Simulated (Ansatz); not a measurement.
```cif
data_Al4As4
_chemical_formula_sum 'As4 Al4'
_space_group_name_H-M_alt 'F-43m'
_space_group_IT_number 216
_space_group_name_Hall 'F -4 2 3'
_cell_length_a 5.52044
_cell_length_b 5.52044
_cell_length_c 5.52044
_cell_angle_alpha 90.000
_cell_angle_beta 90.000
_cell_angle_gamma 90.000
loop_
_atom_site_label
_atom_site_type_symbol
_atom_site_symmetry_multiplicity
_atom_site_Wyckoff_symbol
_atom_site_fract_x
_atom_site_fract_y
_atom_site_fract_z
_atom_site_occupancy
As1 As 4 d 0.75000 0.75000 0.75000 1
Al1 Al 4 a 0.00000 0.00000 0.00000 1
```
(The calculation used a cell of 2 atoms; values per cell refer to that cell.)

Dynamical quadrupoles are not included in the interpolation of the phonons between the solved wave vectors. The pressure is 5 GPa. The structure is held there; whether it is the stable one at that pressure was not tested.

By how much do the lattice constants and the volume change from 300 K to 725 K (quasi-harmonic approximation, Ansatz, an electronic-structure program, LDA functional, plane-wave PAW), and how far does the bulk modulus soften?

a by 0.11 %, the volume by 0.33 %; B_T goes from 92.7 to 88.4 GPa. The crystal is held in this phase throughout; melting and phase transitions are not modelled.

The PAW data sets were generated under PBE and serve the other functionals too.
